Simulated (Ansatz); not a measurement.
Formation energy of the localised charge states of Sc_Al+V_N in wurtzite AlN (start: the Al site; N 1.91 Å away, along c; 96-site cell, 2×2×2 shifted sampling) against the Fermi level, Al-rich (Δμ(Al) = 0.00 eV, Δμ(N) = -2.74 eV, Δμ(Sc) = -1.81 eV, bounded by Al3Sc (Pm-3m); only phases computed here count, gases as isolated molecules at 0 K). All values below come from PBE, PAW (plane waves to 420 eV; Ansatz, a quantum-chemistry and plane-wave program).

Charges with a result: +2, +1, 0, −1. Others weren't obtained, and one of them could lie lower, also by skipping a charge.

Set-up: 96-site cell; 2×2×2 shifted k-points; host gap 4.03 eV; charged states image-corrected; energies good to tenths of an eV; flagged in the runs: a host whose relaxation on this sampling wasn't shown to rest, a strain field that reaches the edge of the cell.

Left out: charge +2 (level within 0.1 eV of a band edge or past it).

```
E_F − E_VBM (eV)  q = +1  q = 0  q = −1
----------------  ------  -----  ------
0.00                1.44   4.21    7.51
0.50                1.94   4.21    7.00
1.01                2.45   4.21    6.50
1.51                2.95   4.21    5.99
2.02                3.46   4.21    5.49
2.52                3.96   4.21    4.98
3.03                4.47   4.21    4.48
3.53                4.97   4.21    3.98
4.03                5.47   4.21    3.47
```

Crossings of the lowest lines: (+1/0) at 2.77 eV; (0/−1) at 3.30 eV.
